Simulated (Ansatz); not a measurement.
Functionals compared on a constructed model of the (100) surface of fcc Cu, a pseudomorphic layer of Sn in the host's stacking (bottom of the slab: a bare face, its two planes held), in Ansatz (plane waves, PAW). The structure was relaxed with PBE; the other rows are single points on it. Cutoff 420 eV (500 eV for r2SCAN).

Set-up: 7 atoms, 11.2 Å thick at the start; mesh 15x15x1; 0.1 eV smearing; dipole correction on; 2 atoms held, the rest relaxed; start symmetry kept, larger cells not searched; no spin, no spin-orbit, no U. It is one candidate, not shown to be the stable structure of the face. These notes are the PBE run's.

```json
[
 {"functional": "PBE", "work function of the top face (eV)": "3.72", "rough cost of the single point": "–"},
 {"functional": "RPBE", "work function of the top face (eV)": "3.60", "rough cost of the single point": "very roughly 60 core-seconds"},
 {"functional": "r2SCAN", "work function of the top face (eV)": "?", "rough cost of the single point": "roughly 100 core-seconds"}
]
```

Problem. What belongs in the gaps?

Solution. 
- r2SCAN, work function of the top face (eV): 3.83

Ansatz is an electronic-structure program.
